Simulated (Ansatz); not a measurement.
## ZnSe (model structure, started from the BN type, Pm-3n, No. 223, 12 atoms in the cell): properties by level of theory

```csv
level (code),equilibrium lattice constant a (Å),cohesive energy (eV/atom)
LDA (Ansatz),6.866,…
PBE (Ansatz),7.061,…
PBE-D3(BJ) (Ansatz),6.987,2.72
r²SCAN+rVV10 (Ansatz),…,…
```

Q: Some entries are withheld; supply them.

A: 
- LDA (Ansatz, a program for electronic structure), cohesive energy (eV/atom): 3.22
- PBE (Ansatz), cohesive energy (eV/atom): 2.48
- r²SCAN+rVV10 (Ansatz), equilibrium lattice constant a (Å): 6.955
- r²SCAN+rVV10 (Ansatz), cohesive energy (eV/atom): 2.84

Ansatz's density-functional and Hartree–Fock values are scalar-relativistic unless marked +SOC, with PAW data made under PBE.

Free atoms are spin-polarised, in the lowest state found; at levels without +SOC their spin–orbit coupling is left out.

The computed numbers hold no vibrational or temperature effects.

A model structure was made by putting elements into a prototype or built by hand; it is no filed structure, need not be a known phase, and can be a saddle point held by its symmetry.
